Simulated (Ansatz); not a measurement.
Base system: ZnO in the wurtzite structure (space group P6_3mc, No. 186; a = 3.187 Å, c = 5.153 Å). Axes: x lies along a and z along c of the hexagonal cell.

All numbers come from Kohn–Sham DFT with the LDA functional, run in Ansatz (a quantum-chemistry and plane-wave program) with PAW and 420 eV plane waves, scalar-relativistic without spin-orbit coupling.

It is then changed as follows: the cell is compressed by 1.80 % along z with no lateral relaxation, atoms relaxed at fixed cell.

Task: Predict the stress tensor and what it implies for the stiffness.

Result: Stress of the strained cell less that of the base (GPa, compression positive):
```
   2.38    0.00    0.00
   0.00    2.38    0.00
   0.00    0.00    4.27
```

Then −Δσ_ii/ε with ε = -0.0180 gives secant stiffness values (nonlinear terms included at this strain): C33 ≈ 237 GPa, C13 ≈ 132 GPa and C23 ≈ 132 GPa.

No phonon test of stability was made.
